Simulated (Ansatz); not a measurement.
Results of PBE (Ansatz, a first-principles code, plane waves, PAW) for antifluorite K2S.

Run with plane-wave cutoff 520 eV, 8×8×8 k mesh, Fermi–Dirac smearing 0.01 eV, scalar-relativistic PAW data made under PBE.

Computed at the level's own relaxed cell.

Question: Predict the band gap, pressure derivative B′ of the bulk modulus and bulk modulus.

Answer: 
- band gap = 2.32 eV (indirect)
- pressure derivative B′ of the bulk modulus = 4.4
- bulk modulus = 18.3 GPa
